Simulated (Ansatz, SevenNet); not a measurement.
# Elastic constant C33 of C11b WSi2: levels of theory against measurement

Reference value: 552 GPa (measured, temperature not stated, no zero-point or thermal correction; as tabulated in Friák et al. (2018), doi:10.3390/nano8121057).

| level (code) | value (GPa) | cell (Å³/atom) | difference (%) |
|---|---|---|---|
| SevenNet-0 (SevenNet) | 440 | 13.70 | -20 |
| SevenNet-l3i5 (SevenNet) | 520 | 13.70 | -5.8 |
| PBE (Ansatz) | 529 | 13.67 | -4.2 |
| PBEsol (Ansatz) | 561 | 13.36 | +1.6 |

The reference's temperature isn't stated, so close values are not ranked against it.

The reference has no zero-point or thermal correction, while the calculations are for a static lattice, so the differences are not the levels' errors alone. A static lattice is as a rule stiffer than a warm one, by over a tenth in soft solids.  Density-functional levels without +SOC have no spin–orbit coupling. Each level is taken at its own relaxed cell. Ansatz's density-functional and Hartree–Fock values are scalar-relativistic unless marked +SOC, with PAW data made under PBE.

Machine-learned potentials (SevenNet-0, SevenNet-l3i5) are trained on DFT data, which may include these solids.

Differences are worked out from the printed values.

Ansatz is a quantum-chemistry and plane-wave program.
